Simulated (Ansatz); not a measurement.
Consider HgO in the zinc blende structure (space group F-43m, No. 216; a = 5.196 Å; a hypothetical phase, not in the database extracts checked).

Level of theory: PBEsol, PAW, 420 eV (Ansatz, a first-principles code; no spin-orbit coupling).

Base values:

```
Item       Result
--------  -------
Pressure  0.0 GPa
Band gap     zero
```

The change: every lattice vector is shortened by 1.51 %; the atoms relax in the strained cell.

Q: Estimate the effect on the energy relative to the base.

A: The energy grows by 11 meV/atom.

Q: How does this affect the pressure?

A: The pressure goes from zero to 4.8 GPa.

Q: How does this affect the band gap?

A: The band gap is still zero.

With Hg present, leaving out spin-orbit coupling can change the band edges. Stability against distortions was not tested. The final runs are not spin-polarised. A zero or small gap of HgO can be the functional's error rather than a property of the material.
